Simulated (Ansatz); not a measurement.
## PtC (model structure, P-6m2, No. 187, 2 atoms in the cell): properties by level of theory

```csv
level (code),equilibrium lattice constant a (Å),lattice parameter c (Å)
LDA (Ansatz),2.964,2.828
PBE (Ansatz),…,…
PBEsol (Ansatz),2.982,…
PBE-D3(BJ) (Ansatz),…,2.860
r²SCAN (Ansatz),…,…
```

Task: Complete the blanks.

Result: 
- PBE (Ansatz, a quantum-chemistry and plane-wave program), equilibrium lattice constant a (Å): 3.019
- PBE (Ansatz), lattice parameter c (Å): 2.874
- PBEsol (Ansatz), lattice parameter c (Å): 2.846
- PBE-D3(BJ) (Ansatz), equilibrium lattice constant a (Å): 2.988
- r²SCAN (Ansatz), equilibrium lattice constant a (Å): 3.005
- r²SCAN (Ansatz), lattice parameter c (Å): 2.865

Ansatz's density-functional and Hartree–Fock values are scalar-relativistic unless marked +SOC, with PAW data made under PBE.

The computed numbers hold no vibrational or temperature effects.

A model structure was made by putting elements into a prototype or built by hand; it is no filed structure, need not be a known phase, and can be a saddle point held by its symmetry.
